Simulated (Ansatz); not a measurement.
# Input and output of a self-consistent single point for ZrAu (P4/mmm, 2 atoms in the cell) (Ansatz)

Method of the run: LDA (PW92), default PAW files made with PBE (plane waves; Ansatz, a first-principles code).

This input was run:

Ansatz 0.2 input:
```yaml
crystal:
  lattice:
    - [3.156163, 0.000000, 0.000000]
    - [0.000000, 3.156163, 0.000000]
    - [0.000000, 0.000000, 3.905787]
  atoms:
    - { symbol: Zr, position_ang: [0.000000, 0.000000, 0.000000] }
    - { symbol: Au, position_ang: [1.578081, 1.578081, 1.952894] }
basis:
  ecutwfc: 30.9 Ry
kpoints:
  mp_grid:
    grid: [10, 10, 9]
hamiltonian:
  xc: lda
  pseudopotentials:
    kind: paw
scf:
  occupations:
    method: gaussian
    width: 0.0073 Ry
output:
  forces: true
  eigenvalues: true
  stress: true
```

Output, abridged:

```
WARN ansatz: RAYON_NUM_THREADS=1 ignored (pool sized by the plan → 1); use --threads N
Pseudopotentials: kind: paw
Pseudopotential: Zr, paw, valence charge 12
Pseudopotential: Au, paw, valence charge 19
Crystal: 2 atoms, lattice volume = 38.907 Å³
Basis set: ecut = 420.4159175005146 eV, 781 PW (Γ)
Bands: 20, of which v1, the nominal top of the filled ones, is band 16 counted from 1 (15 counted from 0)
Symmetry: 16 space group operations
Space group: P4/mmm (ITA 123), of the structure as read, at distance tolerance 3.4e-5 Å
k-points: 105 of 900
PAW frozen core: Zr, regenerated for the run's functional, and the local potential with it
PAW frozen core: Au, regenerated for the run's functional, and the local potential with it
Initial density: superposition of atomic densities (neutral atoms: chi_scale 0, normalization atom), corrected by the library's trained network
Initial wavefunctions: pseudopotential atomic-orbital guess
Eigensolver: davidson
Functional: x = slater, c = lda
SCF iter   1: F=—  HF=-16943.511824 eV  |F-HF|=—  |Δ(HF+E_count)|=         —  Δρ=6.42e-3  dr2=7.51e-3  ethr=1.77e-3  ⟨swp⟩=4.0  Hψ=8029  notcnv=0
all-band conjugate gradients solve this SCF's bands
preconditioner: auto → Kerker (q_TF=auto, 2.627 Å⁻¹)
SCF iter   2: F=—  HF=-16943.511268 eV  |F-HF|=—  |Δ(HF+E_count)|=   5.56e-4  Δρ=3.28e-3  dr2=1.12e-3  ethr=2.42e-5  ⟨swp⟩=2.3  Hψ=3577  notcnv=0
SCF iter   3: F=—  HF=-16943.511104 eV  |F-HF|=—  |Δ(HF+E_count)|=   1.64e-4  Δρ=8.86e-4  dr2=1.06e-4  ethr=3.63e-6  ⟨swp⟩=1.0  Hψ=2083  notcnv=0
SCF iter   4: F=—  HF=-16943.511102 eV  |F-HF|=—  |Δ(HF+E_count)|=   1.83e-6  Δρ=1.35e-4  dr2=6.13e-6  ethr=3.41e-7  ⟨swp⟩=1.5  Hψ=2800  notcnv=0
SCF iter   5: F=—  HF=-16943.511105 eV  |F-HF|=—  |Δ(HF+E_count)|=   3.18e-6  Δρ=2.57e-5  dr2=3.20e-7  ethr=1.98e-8  ⟨swp⟩=2.2  Hψ=2691  notcnv=0
SCF iter   6: F=-16943.511105 eV  HF=-16943.511105 eV  |F-HF|=6.30e-9  |Δ(HF+E_count)|=   5.48e-8  Δρ=5.01e-6  dr2=1.16e-8  ethr=3.23e-10  ⟨swp⟩=4.6  Hψ=7246  notcnv=0
SCF 1 converged in 6 iterations: F = -16943.511105 eV  dr2 = 1.16e-8
SCF converged after 6 iterations
Free energy (F): -16943.511105 eV
Harris-Foulkes:  -16943.511105 eV  (|F-HF|=6.30e-9)
Internal energy: -16943.500309 eV  (E = F + TS)
E sigma→0 (E₀):  -16943.505707 eV
Entropy (-TS):   -0.010796 eV (-5.398 meV/atom)
Fermi energy:    17.420513 eV
--- Per-component energies (eV) ---
  E_band       = -339.755471
  E_kinetic    = 938.112818
  E_local      = -2613.823962  (includes V_loc(G=0)·N_el)
  E_nonlocal   = 161.919381
  E_hartree    = 1045.027133
  E_xc         = -388.512876
  E_vxc        = -467.352060  (∫ρ·V_xc dr)
  E_paw        = -12270.902577  (= ΣΔE_a)
  E_vpaw       = -448.664063  (= ΣTr[D̂ρ^β])
  E_aug_tail   = 0.001313  (compensation charges beyond the density's cutoff)
  E_ewald      = -3816.214658
  E_core_change = 0.893119  (= ΣΔE_core)
  E_smearing   = -0.010796  (= −TS)
  E_closure    = 0.000000  (closes the sum)
  Σ components = -16943.511105   (vs F -16943.511105, Δ=0.00e0)
--- Forces (eV/Å), atoms counted from 1 ---
  atom   1  Zr    -0.00000000    -0.00000000     0.00000000
  atom   2  Au     0.00000000     0.00000000     0.00000000
  max |Σ_I F_I| component: 1.58e-30 eV/Å
--- Stress (GPa, compression-positive) ---
       -6.499257       0.000000       0.000000
        0.000000      -6.499257       0.000000
        0.000000       0.000000      -5.714305
  P = ⅓ Tr σ = -6.2376 GPa (-62.376 kbar)
  The stress holds the Pulay correction. Without it, at fixed plane waves, as pw.x and ABINIT print it: P = -6.2707 GPa
--- Band table (eV; the first three rows and the last of 105) ---
  k-point 0: bands = ["-88.8998", "-40.2191", "-40.1477", "-40.1477", "-31.5294", "-9.6589", "-9.2686", "-9.2686", "9.1553", "11.2615", "11.3121", "12.8655", "12.8655", "13.5345", "17.0002", "17.9453", "20.7743", "21.1246", "21.1246", "21.6453"]
  k-point 1: bands = ["-88.8998", "-40.2195", "-40.1477", "-40.1477", "-31.5286", "-9.6719", "-9.2687", "-9.2687", "9.3168", "11.3480", "11.3493", "12.8872", "12.8872", "13.5437", "16.8994", "17.6658", "20.4241", "20.7804", "20.7804", "21.6092"]
  k-point 2: bands = ["-88.8998", "-40.2203", "-40.1476", "-40.1476", "-31.5265", "-9.7047", "-9.2690", "-9.2690", "9.7678", "11.4431", "11.6059", "12.9447", "12.9447", "13.5672", "16.6457", "16.7537", "19.9225", "20.1001", "20.1001", "21.5184"]
  k-point 104: bands = ["-88.8980", "-40.2145", "-40.1824", "-40.1824", "-31.4126", "-9.7924", "-9.7924", "-9.6091", "11.7609", "12.1957", "12.1957", "13.3133", "14.4161", "14.8725", "15.4601", "15.4601", "19.0542", "20.6758", "23.0077", "25.0603"]
```

The run converged in 6 iterations.

The starting cell comes from a database of computed structures (which also holds hypothetical and non-ambient phases and stackings), without a prior relaxation at this level. Its lattice was rescaled by up to half a per cent. Spin-orbit coupling is off. With a pressure of about -6 GPa the cell is away from its equilibrium volume at this level. Ansatz's pressure includes its estimate of the finite-basis (Pulay) stress.
